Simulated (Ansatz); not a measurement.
# One-dimensional KCl body, 2 atoms a period

Levels: PBE (plane waves to 420 eV, PAW; Ansatz, a first-principles code); r2SCAN (plane waves to 500 eV, PAW; Ansatz); HSE06 run with Ansatz. Unmarked values and the geometry are of the first. Mesh 1×1×54. No spin polarisation. It repeats along c; a and b span vacuum. A hypothetical model. Symmetry and one short period hold its shape; lower forms weren't sought. Pairing along the axis, which can open a gap, is among the distortions not tried. HSE06 ran on a 1×1×3 mesh and at PBE's edge points. Buckling under compression is shut out by symmetry and the short period.

| Property | Value |
|---|---|
| period along the axis (2 atoms) | 5.742 Å |
| PBE gap | 4.57 eV, direct at Γ |
| electron mass along the axis (PBE) | 0.87 mₑ |
| hole mass along the axis (PBE) | 9.7 mₑ |
| valence and conduction edges under the vacuum level (PBE) | 5.78 and 1.21 eV |
| r2SCAN gap at this geometry | 5.43 eV |
| HSE06 gap at this geometry | 5.70 eV |
| axial stiffness dF/dε | 13 nN |

```yaml
crystal:
  lattice:
    - [11.00000, 0.00000, 0.00000]
    - [0.00000, 11.00000, 0.00000]
    - [0.00000, 0.00000, 5.74200]
  atoms:
    - { symbol: K, position: [0.50000, 0.50000, 0.00000] }
    - { symbol: Cl, position: [0.50000, 0.50000, 0.50000] }
```
